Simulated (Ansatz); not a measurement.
An Ansatz (a quantum-chemistry and plane-wave program) run: Au with a change (biaxial strain −1.25 %, plane normal [111], relaxed out of plane); plane-wave PAW DFT at the r2SCAN level (Ansatz, 500 eV), no SOC.

Input:

Ansatz 0.2 input:
```yaml
crystal:
  lattice:
    - [2.8800190967, 0, 0]
    - [1.4400095484, 2.4941697011, 0]
    - [1.4400095484, -0.8313899004, 2.3961749685]
  atoms:
    - { symbol: Au, position: [0, 0, 0] }
basis: { ecutwfc: 500, ecutrho_ratio: 4, xc_grid: 4, fft_grid_basis: typed }
kpoints: { mp_grid: { grid: [27, 27, 27] } }
hamiltonian:
  xc: r2scan
  dispersion: none
  pseudopotentials: { kind: paw }
scf: { occupations: { method: fermi_dirac, width: 0.1 } }
relax: { f_tol: 0.005, max_steps: 50, cell: { stress_tol: 0.01, fix: [a, b, gamma] } }
output: { forces: true, stress: true }
checkpoint: { write: state.ck, write_every: 1000 }
```

Output (explanatory and most iteration lines left out):

```
Relaxation: its limit of steps is 50 (relax.max_steps)
Pseudopotential: Au, paw, valence charge 19
Crystal: 1 atoms, lattice volume = 17.212 Å³
Basis set: ecut = 500 eV, 423 PW (Γ), exchange–correlation on 96×96×96 points (64 copies of the dense FFT grid, shifted against one another)
Bands: 14, of which v1, the nominal top of the filled ones, is band 10 counted from 1 (9 counted from 0)
Symmetry: 12 space group operations
Space group: R-3m (ITA 166), of the structure as read, at distance tolerance 2.6e-5 Å
k-points: 1834 of 19683
Functional: x = r2scan, c = r2scan; τ floored in thin density (d = 2e-4 eV/Å³)
SCF iter   1: F=—  HF=-13163.515689 eV  |F-HF|=—  |Δ(HF+E_count)|=         —  Δρ=1.47e-2  dr2=3.80e-2  dr2_τ=3.17e-3  ethr=1.77e-3  ⟨swp⟩=4.8  Hψ=133088  notcnv=0
SCF iter   2: F=—  HF=-13163.507616 eV  |F-HF|=—  |Δ(HF+E_count)|=   8.07e-3  Δρ=5.97e-3  dr2=5.77e-3  dr2_τ=1.03e-3  ethr=2.00e-4  ⟨swp⟩=1.2  Hψ=40678  notcnv=0  defer=38
SCF 1 converged in 6 iterations: F = -13163.508120 eV  dr2 = 8.84e-9
relax step   1: F+E_penalty+E_count = -13163.50811994 eV  Δ(F+E_penalty+E_count) = +0.000e0 eV  max|allowed force component| = 0.000e0 eV/Å  Δτ_max = 0.0000 Å  P = +3.127 GPa  Ω = 17.212 Å³  fix = [a, b, gamma]  reactions: a +3.442, b +3.442 GPa  (6 SCF iters, dr2 threshold 1.00e-7 eV, accepted)
[... steps on the carried basis left out ...]
relax step   6: F+E_penalty+E_count = -13163.50987896 eV  Δ(F+E_penalty+E_count) = +5.647e-7 eV  max|allowed force component| = 0.000e0 eV/Å  Δτ_max = 0.0000 Å  P = +1.053 GPa  Ω = 17.442 Å³  energy of the carried Pulay correction = -6.144e-7 eV  fix = [a, b, gamma]  reactions: a +1.579, b +1.579 GPa  (4 SCF iters, dr2 threshold 4.14e-10 eV, accepted)
Crystal: 1 atoms, lattice volume = 17.442 Å³
SCF iter   1: F=—  HF=-13163.509880 eV  |F-HF|=—  |Δ(HF+E_count)|=         —  Δρ=1.09e-6  dr2=2.04e-10  dr2_τ=2.53e-11  ethr=4.33e-10  ⟨swp⟩=4.0  Hψ=225015  notcnv=0
SCF iter   2: F=—  HF=-13163.509880 eV  |F-HF|=—  |Δ(HF+E_count)|=  9.09e-12  Δρ=3.67e-7  dr2=1.33e-11  dr2_τ=6.88e-12  ethr=1.07e-12  ⟨swp⟩=2.5  Hψ=40206  notcnv=0
SCF 7 converged in 4 iterations: F = -13163.509880 eV  dr2 = 8.11e-14
SCF converged after 4 iterations
Free energy (F): -13163.509880 eV
Internal energy: -13163.501160 eV  (E = F + TS)
E sigma→0 (E₀):  -13163.505520 eV
Entropy (-TS):   -0.008720 eV (-8.720 meV/atom)
Fermi energy:    19.895144 eV
--- Forces (eV/Å), atoms counted from 1 ---
  atom   1  Au    -0.00000000     0.00000000     0.00000000
--- Stress (GPa, compression-positive) ---
        1.578801       0.000000      -0.000000
        0.000000       1.578801       0.000000
       -0.000000       0.000000       0.000293
  P = ⅓ Tr σ = 1.0526 GPa (10.526 kbar)
--- Relaxed structure (5 steps of the walk, 5 accepted, 2 SCFs on fresh bases) ---
  cell:  # Å, volume = 17.4416 Å³
    - [2.8800190966846935, -2.8867395654803942e-11, -4.006395459512639e-11]
    - [1.440009548367347, 2.494169701098822, -2.6838940492470335e-12]
    - [1.440009548367791, -0.8313899004024079, 2.42809777150998]
  atoms:
    - { symbol: Au, position: [0.0, 0.0, 0.0] }
```

No phonon test of stability was made. The cell was made from Au in the fcc (Cu type) structure (space group Fm-3m, No. 225) by this change: biaxial strain −1.25 %, plane normal [111], relaxed out of plane.
